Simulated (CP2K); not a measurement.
Worked example: self-consistent single point of Li3SbS3 (R3m, 7 atoms in the cell) in CP2K.

Level of theory: CP2K with PBEsol, GPW, DZVP-MOLOPT-PBE-GTH basis, GTH-PBE potentials (POTENTIAL_UZH).

```xyz
7
Lattice="6.3523 0.0000 0.0000 -2.6993 5.7502 0.0000 -2.6993 -4.2491 3.8743" Properties=species:S:1:pos:R:3 pbc="T T T"
Li     3.2931     0.8249     2.1289
Li    -0.6527     3.3315     2.1289
Li    -0.6527    -1.0274     3.8179
Sb     0.1275     0.2008     0.5182
S     -1.2977     1.4675     3.7876
S      1.8799    -0.5511     3.7876
S      1.8799     2.9592     2.4275
```

Reference input (self-consistent single point, DFT PBEsol, GPW, DZVP-MOLOPT-PBE-GTH basis, GTH-PBE potentials (POTENTIAL_UZH)): CUTOFF = 400 Ry; REL_CUTOFF = 60 Ry; SMEAR/METHOD = GAUSSIAN; SIGMA = 0.01 eV; KPOINTS/SCHEME = MONKHORST-PACK 5 5 5; XC_FUNCTIONAL = PBE:PBESOL; Li/BASIS_SET = DZVP-MOLOPT-PBE-GTH-q3; Li/POTENTIAL = GTH-PBE-q3; Sb/BASIS_SET = DZVP-MOLOPT-PBE-GTH-q5; Sb/POTENTIAL = GTH-PBE-q5; S/BASIS_SET = DZVP-MOLOPT-PBE-GTH-q6; S/POTENTIAL = GTH-PBE-q6. This run's input differs from it in these lines:

```diff
@@ -40,3 +40,3 @@
     &KPOINTS
-      SCHEME MONKHORST-PACK 5 5 5
+      SCHEME MONKHORST-PACK 4 4 4
     &END KPOINTS
```

The program printed (abridged):

```
 SCF WAVEFUNCTION OPTIMIZATION

  Step     Update method      Time    Convergence         Total energy    Change
     1 NoMix/Diag. 0.20E+00      -     0.78960107       -58.7643731953 -5.88E+01
     2 Broy./Diag. 0.20E+00      -     0.03009692       -57.5588710004  1.21E+00
     3 Broy./Diag. 0.20E+00      -     0.21900217       -58.0694214821 -5.11E-01
     4 Broy./Diag. 0.20E+00      -     0.01536793       -58.8005164506 -7.31E-01
     5 Broy./Diag. 0.20E+00      -     0.02490674       -58.6022098677  1.98E-01
     6 Broy./Diag. 0.20E+00      -     0.00189735       -58.5826662232  1.95E-02
   [... 8 lines left out ...]
    15 Broy./Diag. 0.20E+00      -     0.00003273       -58.5454901334 -4.10E-05
    16 Broy./Diag. 0.20E+00      -     0.00000402       -58.5455020512 -1.19E-05
    17 Broy./Diag. 0.20E+00      -     0.00000315       -58.5455003606  1.69E-06
    18 Broy./Diag. 0.20E+00      -     0.00000084       -58.5455056673 -5.31E-06
  *** SCF run converged in    18 steps ***

  Overlap energy of the core charge distribution:               0.00000000241310
  Self energy of the core charge distribution:               -103.52543371514363
  Core Hamiltonian energy:                                     19.60664812975424
  Hartree energy:                                              38.84426147244577
  Exchange-correlation energy:                                -13.47098155672372
  Smearing free energy correction:                              0.00000000000000
  Fermi energy:                                                 0.12817084063214

  Total energy:                                               -58.54550566725424
  Total energy (extrapolated to sigma->0):                    -58.54550566725424

   [... lines left out ...]

 STRESS| Analytical stress tensor [bar]
 STRESS|                        x                   y                   z
 STRESS|      x       -1.83404281136E+03  -6.79398025691E+01  -1.75512432311E+02
 STRESS|      y       -6.79398025691E+01  -1.89812381363E+03  -2.76027008671E+02
 STRESS|      z       -1.75512432311E+02  -2.76027008671E+02  -2.50350137930E+03
 STRESS| 1/3 Trace                                            -2.07855600143E+03
```

The run converged in 18 iterations. Against the reference run the free energy stays essentially unchanged (within 1 meV/atom), the pressure stays at -0.21 GPa, the largest force moves little (0.398 to 0.402 eV/Å) and the gap on the mesh goes from 2.653 to 2.733 eV.

The starting cell comes from a database of computed structures (which also holds hypothetical and non-ambient phases and stackings), without a prior relaxation at this level. Spin-orbit coupling is off. Values carry the incompleteness of an atom-centred basis. The potentials were made for another functional than the one used. Another mesh or the band path of this cell gives a smaller gap, so this value is not converged in the mesh.

Cost on one core of a shared machine: roughly 40 s.
